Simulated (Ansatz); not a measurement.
**A self-consistent single point of a (001) slab of Hf2Hg (cut from a parent of space group no. 139; 6 atoms in the cell) with Ansatz (an electronic-structure program)**

Method: PBEsol, default PAW files made with PBE (plane waves; Ansatz).

The input file:

Ansatz 0.2 input:
```yaml
crystal:
  lattice:
    - [3.32009000, 0.00000000, 0.00000000]
    - [0.00000000, 3.32009000, 0.00000000]
    - [0.00000000, 0.00000000, 23.61851900]
  atoms:
    - { symbol: Hf, position: [0.50000000, 0.50000000, 0.70362200] }
    - { symbol: Hf, position: [0.00000000, 0.00000000, 0.29637800] }
    - { symbol: Hg, position: [0.00000000, 0.00000000, 0.62244800] }
    - { symbol: Hf, position: [0.00000000, 0.00000000, 0.45872500] }
    - { symbol: Hf, position: [0.50000000, 0.50000000, 0.54127500] }
    - { symbol: Hg, position: [0.50000000, 0.50000000, 0.37755200] }
basis:
  ecutwfc: 30.9 Ry
kpoints:
  mp_grid: { grid: [9, 9, 1] }
hamiltonian:
  xc: pbesol
  pseudopotentials: { kind: paw }
scf:
  occupations: { method: fermi_dirac, width: 0.0073 Ry }
output:
  forces: true
  eigenvalues: true
  stress: true
```

Log, with long lists cut:

```
WARN ansatz: RAYON_NUM_THREADS=1 ignored (pool sized by the plan → 1); use --threads N
Pseudopotentials: kind: paw
Pseudopotential: Hf, paw, valence charge 26
Pseudopotential: Hg, paw, valence charge 20
Crystal: 6 atoms, lattice volume = 260.347 Å³
Basis set: ecut = 420.4159175005146 eV, 5159 PW (Γ), exchange–correlation on 48×48×320 points (8 copies of the dense FFT grid, shifted against one another)
Bands: 87, of which v1, the nominal top of the filled ones, is band 72 counted from 1 (71 counted from 0)
Symmetry: 16 space group operations
Space group: P4/nmm (ITA 129), of the structure as read, at distance tolerance 6.4e-5 Å
k-points: 15 of 81
PAW frozen core: Hf, regenerated for the run's functional, and the local potential with it
PAW frozen core: Hg, regenerated for the run's functional, and the local potential with it
Initial density: superposition of atomic densities (neutral atoms: chi_scale 0, normalization atom), corrected by the library's trained network
Initial wavefunctions: pseudopotential atomic-orbital guess
Eigensolver: davidson
Functional: x = pbesol(κ = 0.804, μ = 0.12345679012345678), c = pbesol(β = 0.046)
SCF iter   1: F=—  HF=-89725.578135 eV  |F-HF|=—  |Δ(HF+E_count)|=         —  Δρ=3.55e-3  dr2=5.98e-1  ethr=1.77e-3  ⟨swp⟩=6.2  Hψ=4418  notcnv=0
all-band conjugate gradients solve this SCF's bands
preconditioner: auto → LDOS
SCF iter   2: F=—  HF=-89725.558042 eV  |F-HF|=—  |Δ(HF+E_count)|=   2.01e-2  Δρ=1.95e-3  dr2=3.72e-2  ethr=4.15e-4  ⟨swp⟩=2.0  Hψ=1787  notcnv=0  defer=10
SCF iter   3: F=—  HF=-89725.554949 eV  |F-HF|=—  |Δ(HF+E_count)|=   3.09e-3  Δρ=8.97e-4  dr2=4.71e-3  ethr=2.59e-5  ⟨swp⟩=2.5  Hψ=2451  notcnv=0  defer=10
SCF iter   4: F=—  HF=-89725.554206 eV  |F-HF|=—  |Δ(HF+E_count)|=   7.43e-4  Δρ=2.01e-4  dr2=4.84e-4  ethr=3.27e-6  ⟨swp⟩=2.7  Hψ=2413  notcnv=0  defer=10
SCF iter   5: F=—  HF=-89725.554219 eV  |F-HF|=—  |Δ(HF+E_count)|=   1.22e-5  Δρ=9.95e-5  dr2=3.96e-5  ethr=3.36e-7  ⟨swp⟩=2.0  Hψ=2003  notcnv=0  defer=10
SCF iter   6: F=—  HF=-89725.554319 eV  |F-HF|=—  |Δ(HF+E_count)|=   1.01e-4  Δρ=4.01e-5  dr2=8.87e-6  ethr=2.75e-8  ⟨swp⟩=2.0  Hψ=2187  notcnv=0  defer=7
SCF iter   7: F=—  HF=-89725.554324 eV  |F-HF|=—  |Δ(HF+E_count)|=   4.65e-6  Δρ=1.46e-5  dr2=1.62e-6  ethr=6.16e-9  ⟨swp⟩=2.0  Hψ=1828  notcnv=0  defer=7
SCF iter   8: F=—  HF=-89725.554324 eV  |F-HF|=—  |Δ(HF+E_count)|=   3.18e-7  Δρ=7.69e-6  dr2=2.98e-7  ethr=1.13e-9  ⟨swp⟩=2.1  Hψ=2217  notcnv=0  defer=7
SCF iter   9: F=-89725.554324 eV  HF=-89725.554324 eV  |F-HF|=2.88e-8  |Δ(HF+E_count)|=   1.30e-7  Δρ=3.81e-6  dr2=6.66e-8  ethr=6.94e-11  ⟨swp⟩=10.6  Hψ=6101  notcnv=0
SCF 1 converged in 9 iterations: F = -89725.554324 eV  dr2 = 6.66e-8
SCF converged after 9 iterations
Free energy (F): -89725.554324 eV
Harris-Foulkes:  -89725.554324 eV  (|F-HF|=2.88e-8)
Internal energy: -89725.303465 eV  (E = F + TS)
E sigma→0 (E₀):  -89725.428895 eV
Entropy (-TS):   -0.250859 eV (-41.810 meV/atom)
Fermi energy:    7.760406 eV
--- Per-component energies (eV) ---
  E_band       = -2245.337244
  E_kinetic    = 2892.142967
  E_local      = -199853.213781  (includes V_loc(G=0)·N_el)
  E_nonlocal   = -4811.910500
  E_hartree    = 98150.999851
  E_xc         = -1624.511356
  E_vxc        = -1581.779732  (∫ρ·V_xc dr)
  E_paw        = -46820.891922  (= ΣΔE_a)
  E_vpaw       = 4807.423940  (= ΣTr[D̂ρ^β])
  E_aug_tail   = 0.001720  (compensation charges beyond the density's cutoff)
  E_ewald      = 62336.417886
  E_core_change = 5.661669  (= ΣΔE_core)
  E_smearing   = -0.250859  (= −TS)
  E_closure    = 0.000000  (closes the sum)
  Σ components = -89725.554324   (vs F -89725.554324, Δ=0.00e0)
--- Forces (eV/Å), atoms counted from 1 ---
  atom   1  Hf     0.00000000     0.00000000    -0.31849731
  atom   2  Hf    -0.00000000     0.00000000     0.31849731
  atom   3  Hg    -0.00000000     0.00000000     0.25043926
  atom   4  Hf     0.00000000     0.00000000     0.14665128
  atom   5  Hf    -0.00000000     0.00000000    -0.14665128
  atom   6  Hg     0.00000000     0.00000000    -0.25043926
  max |Σ_I F_I| component: 1.11e-16 eV/Å
--- Stress (GPa, compression-positive) ---
       -4.608207       0.000000       0.000000
        0.000000      -4.608207       0.000000
        0.000000       0.000000      -1.170115
  P = ⅓ Tr σ = -3.4622 GPa (-34.622 kbar)
  The stress holds the Pulay correction. Without it, at fixed plane waves, as pw.x and ABINIT print it: P = -3.4824 GPa
--- Band table (eV; the first three rows and the last of 15) ---
  k-point 0: bands = ["-107.8061", "-107.8061", "-56.1601", "-56.1601", "-56.1601", "-56.1601", "-56.1484", "-56.1484", "-54.9975", "-54.9975", "-54.2884", "-54.2242", "-23.7896", "-23.7895", "-23.3846", "-23.3846", "-23.3846", "-23.3846", [...]
  k-point 1: bands = ["-107.8060", "-107.8060", "-56.1616", "-56.1616", "-56.1600", "-56.1600", "-56.1482", "-56.1482", "-54.9964", "-54.9964", "-54.2852", "-54.2249", "-23.7864", "-23.7863", "-23.4155", "-23.4155", "-23.3820", "-23.3820", [...]
  k-point 2: bands = ["-107.8060", "-107.8060", "-56.1654", "-56.1654", "-56.1598", "-56.1598", "-56.1477", "-56.1477", "-54.9934", "-54.9934", "-54.2765", "-54.2273", "-23.7784", "-23.7783", "-23.4931", "-23.4930", "-23.3755", "-23.3755", [...]
  k-point 14: bands = ["-107.8057", "-107.8057", "-56.1712", "-56.1712", "-56.1711", "-56.1711", "-56.1459", "-56.1459", "-54.9782", "-54.9782", "-54.2367", "-54.2348", "-23.7392", "-23.7392", "-23.6074", "-23.6074", "-23.6068", "-23.6068", [...]
```

The run converged in 9 iterations.

The starting cell comes from a database of computed structures (which also holds hypothetical and non-ambient phases and stackings), without a prior relaxation at this level. The slab is cut from that crystal, and its faces are unrelaxed. Its lattice was rescaled by up to half a per cent. Spin-orbit coupling is off.
